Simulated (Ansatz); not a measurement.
The reference is SrTiO₃ in the cubic perovskite structure (space group Pm-3m, No. 221).

```
CELL_PARAMETERS angstrom
      3.89114     0.00000     0.00000
      0.00000     3.89114     0.00000
      0.00000     0.00000     3.89114
ATOMIC_POSITIONS crystal
  Sr 0.00000 0.00000 0.00000
  Ti 0.50000 0.50000 0.50000
  O  0.50000 0.00000 0.50000
  O  0.00000 0.50000 0.50000
  O  0.50000 0.50000 0.00000
```

Cartesian axes are those of the cell as printed.

Calculations: PBEsol (Ansatz, a program for electronic structure, PAW, spin-orbit coupling left out).

For the base:

* **Volume per atom**: 11.78 Å³

Perturbation: tensile biaxial strain of 1.00 % in the plane normal to [111], as in epitaxy on a mismatched substrate; the out-of-plane cell vector and the atoms relax.

Q: What does the calculation give for the in-plane stress after the change?

A: The mean in-plane stress (compression positive) is -3.7 GPa.

Q: Estimate the effect on the volume per atom.

A: The volume per atom grows by 0.16 Å³ to 11.94 Å³.

Whether these cells are dynamically stable was not tested. All final runs are without spin polarisation. Many cubic perovskites are stable only at high temperature; tilts and polar distortions were not tested.
